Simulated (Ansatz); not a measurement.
**How far PBE and r2SCAN part for Si, pressure 0.7 GPa**

Take Si in the diamond structure (space group Fd-3m, No. 227; a = 5.470 Å) as the base.

(Cell as relaxed with PBE.)

Levels (all Ansatz, a program for electronic structure, PAW, earlier PAW set): PBE (420 eV, no spin-orbit coupling); r2SCAN (500 eV, spin-orbit coupling left out).

Each level relaxes its own structure.

| base | PBE | r2SCAN |
|---|---|---|
| volume per atom | 20.46 Å³ | 20.17 Å³ |
| lattice parameter a | 5.470 Å | 5.444 Å |
| band gap | 0.61 eV | 0.78 eV |

Modification: a hydrostatic pressure of 0.7 GPa.

```tsv
quantity	PBE	r2SCAN
valley order (the lowest conduction-band minima on the path, energy above the VBM, named in the base's zone)	a point along ⟨100⟩, about 1.0 Å⁻¹ from Γ 0.60 eV; L along ⟨111⟩ 1.49 eV	a point along ⟨100⟩, about 1.0 Å⁻¹ from Γ 0.76 eV; L along ⟨111⟩ 1.87 eV
volume per atom	20.30 Å³	20.03 Å³
hole mass (degenerate bands, along [100])	0.16, 0.27, 0.27 mₑ (at Γ)	0.17, 0.25, 0.25 mₑ (at Γ)
```

Both order the valleys alike; PBE's volume per atom lies 0.27 Å³ above r2SCAN's (1.4 %). Neither level is exact; r2SCAN is the comparison here, not a measurement.

Load acts through the strain it causes; cell and atoms are relaxed under it. Effective masses come from finite differences of ±0.01 Å⁻¹. Stability against distortions was not tested.
